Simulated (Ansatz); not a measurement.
Start from Al2Au (space group Fm-3m, No. 225; a = 6.003 Å; relaxed with 0.1 eV smearing). Axes: x, y, z lie along the cube axes.

Modification: uniaxial strain ε_xx = −0.40 %, all other strain components held at zero, atoms relaxed at fixed cell.

Levels (all Ansatz, a first-principles code, PAW): PBEsol (420 eV, without spin-orbit coupling); PBEsol+SOC (420 eV, noncollinear with spin-orbit coupling).

The geometry is relaxed with PBEsol.

- PBEsol pressure = 0.5 GPa

Q: What does PBEsol+SOC give at this geometry for the pressure?

A: The pressure drops by 0.83 GPa to -0.4 GPa.

Single points use the geometry relaxed with PBEsol. The spin-orbit shifts are approximate. Stability against distortions was not tested.
